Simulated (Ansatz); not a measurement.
Ansatz (a quantum-chemistry and plane-wave program) run on the (111) slab of AlFe (cut from a parent of space group no. 221; 8 atoms in the cell): self-consistent single point.

Method of the run: LDA (PW92), PAW files made with PBE (plane waves; Ansatz).

The change in words: lattice scaled in the plane by 1.015. Reference geometry:
```
CELL_PARAMETERS angstrom
      4.07003     0.00000     0.00000
      2.03502     3.52475     0.00000
      0.00000     0.00000    15.75000
ATOMIC_POSITIONS crystal
  Al 0.50776 0.87112 0.36961
  Al 0.17442 0.53779 0.47392
  Al 0.84109 0.20445 0.57824
  Al 0.50776 0.87112 0.68254
  Fe 0.17442 0.53779 0.31746
  Fe 0.84109 0.20445 0.42177
  Fe 0.50776 0.87112 0.52608
  Fe 0.17442 0.53779 0.63039
```
Moments meant for the start (each program seeds them in its own way; μB, in the order of the atoms Al Al Al Al Fe Fe Fe Fe): 0.0 0.0 0.0 0.0 4.0 4.0 4.0 4.0.

Reference input (self-consistent single point, DFT, LDA (PW92), plane waves, PAW files made with PBE): kpoints.mp_grid.grid = 6 6 1; hamiltonian.xc = lda; hamiltonian.pseudopotentials = {kind: paw} (the program's default PAW files); magnetization.spin_polarized = true; scf.occupations.method = cold; scf.occupations.width = 0.05 eV. This run's input differs from it in these lines:

Ansatz 0.2 input:
```diff
@@ -2,14 +2,14 @@
   lattice:
-    - [4.070034, 0.000000, 0.000000]
-    - [2.035017, 3.524753, 0.000000]
+    - [4.131085, 0.000000, 0.000000]
+    - [2.065542, 3.577624, 0.000000]
     - [0.000000, 0.000000, 15.750000]
   atoms:
-    - { symbol: Al, position_ang: [3.839332, 3.070490, 5.821405] }
-    - { symbol: Al, position_ang: [1.804317, 1.895573, 7.464303] }
-    - { symbol: Al, position_ang: [3.839334, 0.720653, 9.107201] }
-    - { symbol: Al, position_ang: [3.839332, 3.070490, 10.750005] }
-    - { symbol: Fe, position_ang: [1.804317, 1.895573, 4.999995], spin: 4.0 }
-    - { symbol: Fe, position_ang: [3.839334, 0.720653, 6.642893], spin: 4.0 }
-    - { symbol: Fe, position_ang: [3.839332, 3.070490, 8.285697], spin: 4.0 }
-    - { symbol: Fe, position_ang: [1.804317, 1.895573, 9.928595], spin: 4.0 }
+    - { symbol: Al, position_ang: [3.896922, 3.116547, 5.821405] }
+    - { symbol: Al, position_ang: [1.831382, 1.924007, 7.464303] }
+    - { symbol: Al, position_ang: [3.896925, 0.731463, 9.107201] }
+    - { symbol: Al, position_ang: [3.896922, 3.116547, 10.750005] }
+    - { symbol: Fe, position_ang: [1.831382, 1.924007, 4.999995], spin: 4.0 }
+    - { symbol: Fe, position_ang: [3.896925, 0.731463, 6.642893], spin: 4.0 }
+    - { symbol: Fe, position_ang: [3.896922, 3.116547, 8.285697], spin: 4.0 }
+    - { symbol: Fe, position_ang: [1.831382, 1.924007, 9.928595], spin: 4.0 }
 kpoints:
```

Output (repeated stretches shortened):

```
SCF iter   1: F=—  HF=-19731.735353 eV  |F-HF|=—  |Δ(HF+E_count)|=         —  Δρ=1.16e-1 (↑1.16e-1 ↓9.27e-2)  dr2=2.30e1  dr2_m=2.24e1  M=7.555 μB ∫|m|=8.371 μB  β_m=0.30  ethr=3.10e-3  ⟨swp⟩=14.3  Hψ=4679  notcnv=0  defer=3
Mixer restart at iter 1: flushing history
all-band conjugate gradients solve this SCF's bands
preconditioner: auto → LDOS
spin=Collinear: LDOS preconditioning applied to the charge; magnetization (m = ρ↑ − ρ↓) channel mixes plain (no charge-response kernel on spin).
   [... lines left out ...]
SCF iter  36: F=-19728.574879 eV  HF=-19728.574879 eV  |F-HF|=1.67e-10  |Δ(HF+E_count)|=  1.82e-11  S|Δr|=    0.00e0  Δρ=1.65e-7 (↑1.69e-8 ↓1.65e-7)  dr2=1.53e-10  dr2_m=1.23e-11  M=6.556 μB ∫|m|=7.209 μB  β_m=1.00  ethr=1.00e-12  ⟨swp⟩=1.0  Hψ=1521 [...]
SCF iter  37: F=-19728.574879 eV  HF=-19728.574879 eV  |F-HF|=8.37e-11  |Δ(HF+E_count)|=  7.28e-12  S|Δr|=    0.00e0  Δρ=1.18e-7 (↑8.27e-9 ↓1.18e-7)  dr2=8.10e-11  dr2_m=6.82e-12  M=6.556 μB ∫|m|=7.209 μB  ethr=1.00e-12  ⟨swp⟩=1.1  Hψ=1555  notcnv=0
SCF 1 converged in 37 iterations: F = -19728.574879 eV  dr2 = 8.10e-11
Stability not checked (fill_not_monotonic)
an eigenvalue changed by more than its tolerance at an iteration that met the thresholds in force, so the SCF went on 9 times, its first undamped step at …
Magnetization: 6.5559 μB (41.2780 up, 34.7220 down)
Absolute magnetization: 7.2098 μB (∫|ρ↑−ρ↓|, with the PAW one-centre terms)
Spin contamination: 0.1895 ħ² per cell (⟨S²⟩ above its minimum at these occupations)
   [... lines left out ...]
Free energy (F): -19728.574879 eV
Fermi energy:    3.182161 eV
   [... lines left out ...]
  atom   8  Fe    -0.00000000    -0.00000000    -0.26431262
--- Stress (GPa, compression-positive) ---
       -7.636625      -0.000000      -0.000000
       -0.000000      -7.636625       0.000000
       -0.000000       0.000000      -3.204704
  P = ⅓ Tr σ = -6.1593 GPa (-61.593 kbar)
  The stress holds the Pulay correction. Without it, at fixed plane waves, as pw.x and ABINIT print it: P = -6.1843 GPa
```

The run converged in 37 iterations. 

The starting cell comes from a database of computed structures (which also holds hypothetical and non-ambient phases and stackings), without a prior relaxation at this level. The slab is cut from that crystal, and its faces are unrelaxed. Its lattice was rescaled in the plane by a random factor within 2.5 % of one. For this run, on top of that: lattice scaled in the plane by 1.015. The magnetic order is the one reached from the typed start; others were not searched systematically. The two faces of this cut differ, and no dipole correction was used. Forces in this geometry exceed 1 eV/Å.

These are the values that this program gave, and no reference: magnetic slabs can end in a higher state.

Cost on one core of a shared machine: roughly 30 s.
